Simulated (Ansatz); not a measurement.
SnTe, response to strain

Start from SnTe in the rock salt structure (space group Fm-3m, No. 225; a = 6.370 Å). Axes: x, y, z lie along the cube axes.

Strains are applied to the cell and any free atomic positions relax; under biaxial strain the out-of-plane vector relaxes too.

Computed with r2SCAN in Ansatz (plane waves to 500 eV, PAW, spin-orbit coupling left out).

Notes on the quantities. pressure: mean of the normal stresses, compression positive.

```csv
change,band gap,volume per atom,pressure
base,0.13 eV,32.30 Å³,0.0 GPa
"biaxial strain −3.00 %, plane normal [001], relaxed out of plane",zero,(withheld),(withheld)
"biaxial strain −2.50 %, plane normal [001], relaxed out of plane",zero,30.74 Å³,2.5 GPa
"biaxial strain −2.00 %, plane normal [001], relaxed out of plane",zero,(withheld),2.0 GPa
"biaxial strain −1.50 %, plane normal [001], relaxed out of plane",zero,31.36 Å³,1.4 GPa
"biaxial strain −1.00 %, plane normal [001], relaxed out of plane",0.06 eV,31.68 Å³,0.92 GPa
"biaxial strain −0.50 %, plane normal [001], relaxed out of plane",0.10 eV,31.99 Å³,(withheld)
```

Task: What belongs in the blanks?

Result: 
- biaxial strain −3.00 %, plane normal [001], relaxed out of plane, volume per atom: 30.44 Å³
- biaxial strain −3.00 %, plane normal [001], relaxed out of plane, pressure: 3.1 GPa
- biaxial strain −2.00 %, plane normal [001], relaxed out of plane, volume per atom: 31.05 Å³
- biaxial strain −0.50 %, plane normal [001], relaxed out of plane, pressure: 0.44 GPa

With Te present, leaving out spin-orbit coupling can change the band edges. Stability against distortions was not tested. The final runs are not spin-polarised. Gaps under 0.05 eV, about the width of the smearing, are given as zero. The zero or small gap of SnTe can change with the level of theory.

Ansatz is an electronic-structure program.
